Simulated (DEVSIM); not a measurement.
**abrupt GaAs n-p junction**

System: abrupt GaAs n-p junction, at 300 K.

```tsv
layer (left to right)	material	thickness (μm)	Nd (cm⁻³)	Na (cm⁻³)	τn (s)	τp (s)
1	GaAs	1.50	3.9e16	-	8e-9	8e-9
2	GaAs	120	-	5.2e16	8e-9	8e-9
```

Left contact: ohmic. Right contact: ohmic. Voltage is applied to the left contact. Recombination: SRH at mid-gap, radiative. Mobility is constant in doping.

The device is made up for the run: typed textbook-type constants, with dimensions and the other settings drawn at random. Values at 300 K.

| parameter | GaAs |
|---|---|
| gap (eV) | 1.424 |
| affinity (eV) | 4.07 |
| permittivity | 12.9 |
| Nc (cm⁻³) | 4.7e17 |
| Nv (cm⁻³) | 9e18 |
| μn (cm²/Vs) | 8500 |
| μp (cm²/Vs) | 400 |
| B (cm³/s) | 2e-10 |

DEVSIM, 1D drift-diffusion, Boltzmann statistics, complete ionisation; no tunnelling, impact ionisation, image-force lowering or self-heating.

```json
{
 "potential_step_across_the_device_at_zero_bias": "1.226 V",
 "largest_field_in_the_device_at_zero_bias": "86000 V/cm",
 "Dark forward voltage at 1 A/cm²": "1.037 V",
 "Dark forward voltage at 100 A/cm²": "1.463 V"
}
```

Dark forward current:

(V (V), J (A/cm²)): (-0.05, -4.3e-11); (-0.15, -4.3e-10); (-0.25, -3.3e-9); (-0.35, -2.4e-8); (-0.45, -1.8e-7); (-0.55, -1.3e-6); (-0.65, -1.1e-5); (-0.75, -9.7e-5); (-0.85, -0.0015); (-0.95, -0.045); (-1.00, -0.28); (-1.10, -6.1); (-1.20, -25); (-1.30, -51); (-1.40, -81); (-1.50, -110); (-1.60, -150); (-1.70, -180); (-1.80, -220); (-1.90, -260)

Dark reverse current:

```json
[
 {"V (V)": "0.10", "J (A/cm²)": "3.7e-11"},
 {"V (V)": "0.25", "J (A/cm²)": "7.4e-11"},
 {"V (V)": "0.50", "J (A/cm²)": "1.3e-10"},
 {"V (V)": "0.75", "J (A/cm²)": "1.8e-10"},
 {"V (V)": "1.00", "J (A/cm²)": "2.3e-10"},
 {"V (V)": "1.50", "J (A/cm²)": "3.3e-10"},
 {"V (V)": "2.00", "J (A/cm²)": "4.1e-10"},
 {"V (V)": "2.50", "J (A/cm²)": "4.9e-10"},
 {"V (V)": "3.25", "J (A/cm²)": "5.9e-10"},
 {"V (V)": "4.00", "J (A/cm²)": "6.9e-10"},
 {"V (V)": "5.00", "J (A/cm²)": "8.1e-10"}
]
```
